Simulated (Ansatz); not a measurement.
Consider CdSe in the wurtzite structure (space group P6_3mc, No. 186).

```
CdSe
1.0
    4.30194     0.00000     0.00000
   -2.15097     3.72559     0.00000
    0.00000     0.00000     7.02103
Cd Se
2 2
Direct
  0.33333   0.66667   0.00013
  0.66667   0.33333   0.50013
  0.33333   0.66667   0.37587
  0.66667   0.33333   0.87587
```

Cartesian axes are those of the cell as printed.

Level of theory: Ansatz (an electronic-structure program), PBEsol, PAW, cutoff 420 eV, no spin-orbit coupling.

For the base:

- Pressure = 0.00 GPa
- Valence-band top at Γ = 0.00, 0.00, -0.05 eV

Now apply this change: uniaxial strain ε_zz = −1.20 %, all other strain components held at zero; the atoms relax in the strained cell.

Task: How does this affect the pressure?

Result: The pressure (mean of the normal stresses, compression positive) goes from zero to 0.65 GPa.

Task: Predict the new valence-band top at Γ.

Result: The valence-band top at Γ (three highest levels, from the VBM) goes from 0.00, 0.00, -0.05 eV to 0.00, 0.00, -0.01 eV.

The levels and masses belong to the bands next to the band gap. Stability against distortions was not tested.
